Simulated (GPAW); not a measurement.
Worked example: self-consistent single point of In2Au3 (P-3m1, 5 atoms in the cell) in GPAW.

Level of theory: LDA (Perdew-Wang 92), GPAW PAW datasets LDA (gpaw-data 1.0.1) (plane waves; GPAW).

```
In2Au3
1.0
    4.57401     0.00000     0.00000
   -2.28700     3.96121     0.00000
    0.00000     0.00000     5.68874
In Au
2 3
Cartesian
  2.28701   1.32040   1.82990
  0.00000   2.64081   3.85884
  2.28701   1.32040   4.58819
  0.00000   2.64081   1.10054
  0.00000   0.00000   0.00000
```

Reference input (self-consistent single point, DFT PBEsol, plane waves, GPAW PAW datasets PBEsol (made by gpaw-setup)): mode = pw; ecut = 600 eV; xc = PBEsol; kpts = 7 7 5; mesh shift (steps) = 0 0 0; occupations.name = methfessel-paxton; occupations.width = 0.136 eV; occupations.order = 0; nbands = -9; convergence.density = 1e-05 e/electron; symmetry.symmorphic = false; symmetry.tolerance = 0.0005. This run's input differs from it in these lines:

```diff
@@ -16,3 +16,3 @@
 calc = GPAW(mode=PW(600),
-            xc='PBEsol',
+            xc='LDA',
             kpts=(7, 7, 5),
```

Its files differ too (potentials: GPAW PAW datasets LDA (gpaw-data 1.0.1)).

Output (repeated stretches shortened):

```
     iter     time        total  log10-change:
                         energy   eigst   dens
iter:   1 --:--:--   -22.912229
iter:   2 --:--:--   -22.487968   -1.57  -1.31
iter:   3 --:--:--   -21.573675   -0.78  -1.34
iter:   4 --:--:--   -21.161359   -1.94  -1.73
iter:   5 --:--:--   -21.076701   -1.96  -1.73
iter:   6 --:--:--   -21.280407   -1.74  -2.10
iter:   7 --:--:--   -21.088656   -2.56  -1.90
iter:   8 --:--:--   -21.050087   -3.02  -2.20
iter:   9 --:--:--   -21.034435   -3.10  -2.43
iter:  10 --:--:--   -21.034590c  -4.08  -3.04
iter:  11 --:--:--   -21.034307c  -5.26  -3.40
iter:  12 --:--:--   -21.033673c  -4.67  -3.43
   [... lines left out ...]
iter:  14 --:--:--   -21.033546c  -6.27  -3.64
iter:  15 --:--:--   -21.033517c  -5.11  -3.70
iter:  16 --:--:--   -21.033517c  -6.51  -3.96
iter:  17 --:--:--   -21.033499c  -6.31  -4.02
iter:  18 --:--:--   -21.033510c  -6.71  -4.09
iter:  19 --:--:--   -21.033495c  -6.39  -4.20
iter:  20 --:--:--   -21.033494c  -7.83c -4.44
iter:  21 --:--:--   -21.033494c  -7.93c -4.52
iter:  22 --:--:--   -21.033494c  -8.58c -4.64
iter:  23 --:--:--   -21.033493c  -7.69c -4.70
iter:  24 --:--:--   -21.033493c  -8.34c -4.80
iter:  25 --:--:--   -21.033493c  -8.48c -4.84
iter:  26 --:--:--   -21.033494c  -8.86c -5.09c
Converged after 26 iterations.

Dipole moment: (0.000000, 0.000000, -0.000000) |e|*Ang

Energy contributions relative to reference atoms: (reference = -1868609.299649)

Kinetic:         -9.565221
Potential:       +7.018416
External:        +0.000000
XC:             -19.137102
Entropy (-ST):   -0.014912
Local:           +0.657868
SIC:             +0.000000
--------------------------
Free energy:    -21.040949
Extrapolated:   -21.033494

Showing only first 2 kpts
 Kpt  Band  Eigenvalues  Occupancy
  0    27      5.82057    2.00000
  0    28      9.77623    0.00000
  0    29     10.58389    0.00000
  0    30     10.58394    0.00000

  1    27      7.59143    2.00000
  1    28      9.68925    0.00000
  1    29     10.62060    0.00000
  1    30     10.62064    0.00000

Fermi level: 8.22080

No gap
   [... lines left out ...]
Energy (eV): -21.033494

Forces in eV/Ang:
  0 In   -0.00000    0.00000   -0.02097
  1 In    0.00000   -0.00000    0.02097
  2 Au   -0.00000   -0.00000   -0.02171
  3 Au    0.00000    0.00000    0.02171
  4 Au   -0.00000   -0.00000    0.00000

Stress tensor:
     0.012794    -0.000000     0.000000
    -0.000000     0.012794    -0.000000
     0.000000    -0.000000     0.015170
Stress (GPa, Voigt): [ 2.0498  2.0498  2.4305 -0.      0.     -0.    ]
```

The run converged in 26 iterations. GPAW prints stress with tension positive. Against the reference run the pressure goes from 1.00 to -2.18 GPa and the largest force goes from 0.046 to 0.022 eV/Å.

The starting cell comes from a database of computed structures (which also holds hypothetical and non-ambient phases and stackings), without a prior relaxation at this level. Its lattice was rescaled by a random factor within 2.5 % of one.

Cost on one core of a shared machine: roughly 2 min.
